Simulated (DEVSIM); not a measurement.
System: illuminated Si p-on-n cell, one wavelength, at 300 K.

Layer 1 from the left is Si, thickness (μm) 0.170, Na (cm⁻³) 2.4e18, τn (s) 8.4e-8, τp (s) 1.1e-8, absorption coefficient (cm⁻¹) 34000. Layer 2 from the left is Si, thickness (μm) 53.0, Nd (cm⁻³) 1.8e16, τn (s) 7.6e-7, τp (s) 7.6e-7, absorption coefficient (cm⁻¹) 34000.

Left contact: ohmic, minority electron recombination velocity 2e5 cm/s. Right contact: ohmic, minority hole recombination velocity 80 cm/s. Voltage is applied to the left contact. Recombination: SRH at mid-gap, radiative, Auger. Light enters at the left, 3.8e17 photons cm⁻² s⁻¹, one pass, no reflection. Mobility is μmin + (μ − μmin)/(1 + (N/Nref)^α).

Constants are typed, rounded textbook-type inputs, not results; the design itself was drawn at random and stands for no fabricated device. Values at 300 K.

Si: gap (eV) 1.124, affinity (eV) 4.05, permittivity 11.7, Nc (cm⁻³) 2.86e19, Nv (cm⁻³) 3.1e19, μn (cm²/Vs) 1417, μp (cm²/Vs) 470, μn,min 52, μp,min 45, Nref,n 9.7e16, Nref,p 2.2e17, αn 0.68, αp 0.72, B (cm³/s) 4.7e-15, Cn (cm⁶/s) 2.8e-31, Cp (cm⁶/s) 9.9e-32.

DEVSIM, 1D drift-diffusion, Boltzmann statistics, complete ionisation; no tunnelling, impact ionisation, image-force lowering or self-heating.

Dark forward current:

| |V| (V) | |J| (A/cm²) |
|---|---|
| 0.05 | 4.059e-9 |
| 0.10 | 1.449e-8 |
| 0.15 | 4.370e-8 |
| 0.20 | 1.300e-7 |
| 0.25 | 4.087e-7 |
| 0.30 | 1.451e-6 |
| 0.35 | 6.182e-6 |
| 0.40 | 3.193e-5 |
| 0.45 | 0.0001901 |
| 0.50 | 0.001226 |
| 0.55 | 0.008214 |
| 0.60 | 0.05575 |
| 0.65 | 0.3708 |
| 0.70 | 2.162 |
| 0.75 | 9.326 |
| 0.80 | 32.37 |
| 0.85 | 105.6 |
| 0.90 | 319.6 |
| 0.95 | 843.3 |
| 1.00 | 1882 |
| 1.05 | 3587 |

**Question.** Work out the local ideality factor n = ΔV / (kT/q · ln(J2/J1)) between the rows 0.15 and 0.20 V, 0.55 and 0.60 V, 1.00 and 1.05 V.

**Answer.** kT/q = 25.85 mV. From 0.15 to 0.20 V: ln(1.300e-7/4.370e-8) = 1.090, n = 1.77. From 0.55 to 0.60 V: ln(0.05575/0.008214) = 1.915, n = 1.01, near the 1 of diffusion or emission over a barrier. From 1.00 to 1.05 V: ln(3587/1882) = 0.645, n = 3.00.

**Question.** What current could the absorbed light give at most, and what share is collected?

**Answer.** Σ αd = 181, so qΦ(1 − exp(−Σ αd)) = 60.9 mA/cm². The simulated short-circuit current is 54.83 mA/cm², a share of 0.90.

**Question.** Estimate the open-circuit voltage by superposition: the voltage at which the dark current equals that short-circuit current.

**Answer.** Interpolating ln J in the table gives 0.600 V. The simulation gives 0.599 V, the same within the digits that matter. Superposition holds where collection doesn't change with voltage.

**Question.** Estimate the fill factor from FF0 = (v − ln(v + 0.72))/(v + 1), v = qVoc/(nkT), with n from the dark curve.

**Answer.** The rows about Voc, 0.55 and 0.60 V, give n = 1.01, so v = 22.9 and FF0 = 0.826. The simulation gives 0.825, the same within the digits that matter.
